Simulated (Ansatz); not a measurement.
We consider LuMgNO (model structure, started from the LaZnOP type, P4/nmm, No. 129, 8 atoms in the cell), described by PBE+SOC (plane waves, PAW; Ansatz, a first-principles code).

Run with plane-wave cutoff 520 eV, 10×10×6 k mesh (along the axes of the cell as run), Fermi–Dirac smearing 0.01 eV, PAW data made under PBE.

Cell (relaxed with PBEsol):

```yaml
crystal:
  lattice:
    - [3.70138, 0.00000, 0.00000]
    - [0.00000, 3.70138, 0.00000]
    - [0.00000, 0.00000, 7.59796]
  atoms:
    - { symbol: Lu, position: [0.00000, 0.50000, 0.85602] }
    - { symbol: Lu, position: [0.50000, 0.00000, 0.14398] }
    - { symbol: Mg, position: [0.00000, 0.00000, 0.50000] }
    - { symbol: Mg, position: [0.50000, 0.50000, 0.50000] }
    - { symbol: N, position: [0.50000, 0.00000, 0.63258] }
    - { symbol: N, position: [0.00000, 0.50000, 0.36742] }
    - { symbol: O, position: [0.50000, 0.50000, 0.00000] }
    - { symbol: O, position: [0.00000, 0.00000, 0.00000] }
```

Q: Predict the band gap and smallest direct gap on the k points sampled.

A: 
- band gap = 1.59 eV (indirect)
- smallest direct gap on the k points sampled = 1.77 eV

Note: the relaxation could raise the start's symmetry but not lower it, so the cell can be a saddle point; cell and atoms aren't relaxed at this level (largest force component 0.36 eV/Å, pressure 4.5 GPa).

Static lattice: no zero-point or thermal effects.

A model structure was made by putting elements into a prototype or built by hand; it is no filed structure, need not be a known phase, and can be a saddle point held by its symmetry.
